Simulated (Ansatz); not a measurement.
ZnSO4 under a change: S → P

The parent structure is ZnSO4 (space group F-43m, No. 216; a = 7.795 Å).

One thing is altered: P takes the place of S on all its sites, then cell and atoms are relaxed.

Calculations: PBEsol, PAW, 420 eV (Ansatz, a quantum-chemistry and plane-wave program; no spin-orbit coupling), earlier PAW set. Settings: 10×10×10 k-points, 0.05 eV Fermi–Dirac smearing, for the changed cell.

| quantity | base | changed | shift |
|---|---|---|---|
| density | 2.26 g/cm³ | 2.15 g/cm³ | -0.11 g/cm³ |
| lattice parameter a | 7.795 Å | 7.910 Å | +0.115 Å |
| space group | F-43m (No. 216) | F-43m (No. 216) | – |
| shortest interatomic distance | 1.472 Å | 1.528 Å | +0.0551 Å |
| band gap | 4.50 eV | zero | – |
| magnetic state | not spin-polarised | weakly magnetic (sensitive to the mesh) | – |
| largest site moment | 0.00 μB | 0.18 μB | +0.18 μB |

Final structure:

```
CELL_PARAMETERS angstrom
      0.00000     3.95509     3.95509
      3.95509     0.00000     3.95509
      3.95509     3.95509     0.00000
ATOMIC_POSITIONS crystal
  Zn 0.75000 0.75000 0.75000
  P  0.00000 0.00000 0.00000
  O  0.88851 0.88851 0.33447
  O  0.88851 0.88851 0.88851
  O  0.33447 0.88851 0.88851
  O  0.88851 0.33447 0.88851
```

Other magnetic orders, which the real material may have, were not ruled out. No phonon test of stability was made.
